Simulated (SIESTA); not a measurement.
SIESTA is run on AlAg (P1, 4 atoms in the cell), and the run fails. The aim is a self-consistent single point with DFT, GGA PBEsol, numerical atomic orbitals TZP, PseudoDojo PBEsol standard norm-conserving potentials (rewritten from UPF to PSML).

Cell that was meant: a = 4.4420 Å, b = 4.4420 Å, c = 4.4420 Å, α = 60.00°, β = 60.00°, γ = 60.00°.

Part of the input:

```
OccupationFunction           MP
OccupationMPOrder            0
ElectronicTemperature        200.0 meV
Spin                         spin-orbit
%block DM.InitSpin
  1 0.00 0.00 0.00
  2 0.00 0.00 0.00
  3 0.00 0.00 0.00
  4 0.00 0.00 0.00
%endblock DM.InitSpin

MaxSCFIterations             150
SCF.Mixer.Method             Pulay
```

Log, with long lists cut:

```
reinit: Reading from file input.fdf

reinit: System Name: AlAg
reinit: System Label: alag

NOTE on units for spin output:
{S} is the spin magnetic moment, in units of the Bohr magneton,
assuming a g-factor for the electron spin of exactly 2.
The spin magnetic moment is then numerically equal to the charge inbalance,
in units of electrons, between the spin-up and -down channels.

Stopping Program from Node:    0
The PSML file does not contain lj projs
Stopping Program from Node:    0
```

Question: Read the log: what does the program object to, and what is the fix?

Answer: The fault is spin-orbit coupling with scalar-relativistic potentials; here the program stops on it instead of giving results. To fix it, use fully relativistic potentials, or drop the coupling. The program stopped before any SCF iteration.

The sound input it was made from differs as follows (other fixes are possible):
```diff
-Spin                         spin-orbit
-%block DM.InitSpin
-  1 0.00 0.00 0.00
-  2 0.00 0.00 0.00
-  3 0.00 0.00 0.00
-  4 0.00 0.00 0.00
-%endblock DM.InitSpin
```

With that input, the run converged in 13 iterations: free energy E − TS -8553.7560 eV; Fermi level (on the code's own zero) -2.58 eV; pressure 8.55 GPa; largest force (vector length) 0.275 eV/Å (DFT, GGA PBEsol, numerical atomic orbitals TZP, PseudoDojo PBEsol standard norm-conserving potentials (rewritten from UPF to PSML)).

On the sound input: the starting cell was generated: these elements placed on a structure prototype, without a prior relaxation; it need not be a known phase or ordering of this composition. Its atoms were displaced at random from the sites of space group no. 227. Values carry the incompleteness of an atom-centred basis. With a pressure of about 9 GPa the cell is away from its equilibrium volume at this level.
